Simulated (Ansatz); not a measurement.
The parent structure is Cu$_{3}$N (space group Pm-3m, No. 221; a = 3.7209 Å).

Method: LDA (Ansatz, a first-principles code, PAW, without spin-orbit coupling).

Before the change:

```
Quantity   Result
--------  -------
Pressure  0.0 GPa
Band gap     zero
```

Modification: an isotropic linear strain of −1.20 %; the atoms relax in the strained cell.

Q: How does this affect the pressure, energy relative to the base and band gap?

A: The pressure goes from zero to 5.9 GPa; the energy increases by 8.1 meV/atom; the band gap is still zero.

Whether these cells are dynamically stable was not tested. The final runs are not spin-polarised. The zero or small gap of Cu3N can change with the level of theory.
